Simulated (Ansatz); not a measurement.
Base system: GaCuSe2 in the chalcopyrite structure (space group I-42d, No. 122; a = 5.672 Å, c = 11.263 Å). Axes: x, y, z lie along a, b, c of the conventional cell.

Calculations: PBE, PAW, 420 eV (Ansatz, a first-principles code; no spin-orbit coupling).

Strains are applied to the cell and any free atomic positions relax.

One change was made to it. Results:

The shortest interatomic distance drops by 0.024 Å, from 2.430 Å to 2.406 Å; the pressure (mean of the normal stresses, compression positive) goes from zero to 1.9 GPa.

Problem. Which of these changes matches the shifts?
A) uniaxial strain ε_zz = −3.00 %
B) uniaxial strain ε_zz = −1.50 %
C) uniaxial strain ε_zz = −0.75 %

Solution. A, uniaxial strain ε_zz = −3.00 %. For comparison, the pressure in the other runs: uniaxial strain ε_zz = −1.50 % gives 0.9 GPa; uniaxial strain ε_zz = −0.75 % gives 0.5 GPa.

Stability against distortions was not tested. All final runs are without spin polarisation. Gaps under 0.05 eV, about the width of the smearing, are given as zero.
